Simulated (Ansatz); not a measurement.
Base system: TiB$_{2}$ (space group P6/mmm, No. 191; a = 2.994 Å, c = 3.160 Å).

Method: DFT with LDA, PAW potentials and a 420 eV plane-wave cutoff in Ansatz (an electronic-structure program), no spin-orbit coupling.

Before the change:

The pressure is 0.0 GPa.

It is then changed as follows: the cell is scaled by 0.9750 in all directions, atoms relaxed at fixed cell.

Task: What happens to the energy relative to the base and pressure?

Result: The energy increases by 43 meV/atom; the pressure (mean of the normal stresses, compression positive) goes from zero to 24.7 GPa.

The mesh was chosen for an insulator and is coarse for the gapless case. The cells carry an imposed strain or load. Stability against distortions was not tested. All final runs are without spin polarisation.
